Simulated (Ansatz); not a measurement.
The starting structures come from a database of crystals and need not be the phases stable at ambient conditions.

Inside the gap of an insulator the Bloch states are evanescent, with a wavenumber k + iκ along the transport direction.

```
Cs2NaYCl6
1.0
    7.71710     0.00000     0.00000
    0.00000     7.71710     0.00000
    3.85855    -3.85855     5.45681
Cs Na Y Cl
2 1 1 6
Direct
  0.25000   0.25000   0.50000
  0.75000   0.75000   0.50000
  0.50000   0.50000   0.00000
  0.00000   0.00000   0.00000
  0.24250   0.24250   0.00000
  0.75750   0.75750   0.00000
  0.75750   0.24250   0.00000
  0.24250   0.75750   0.00000
  0.75750   0.24250   0.48500
  0.24250   0.75750   0.51500
```

Space group of this cell: Fm-3m. The cell is taken as given; by PBEsol its mean pressure is -1.5 GPa.

Transport runs along the normal of the first two printed cell vectors, the (001) plane of the conventional cell.

The gap is the functional's own, uncorrected, and κ follows it; spin-orbit coupling is left out. Mid-gap values are interpolated between the computed energies.

Task: Predict the band gap and the smallest decay constant κ at mid-gap from PBEsol (Ansatz, a program for electronic structure).

Result: Gap 4.99 eV on a 6×6×6 mesh; κ = 0.390 1/Å, at the zone centre.
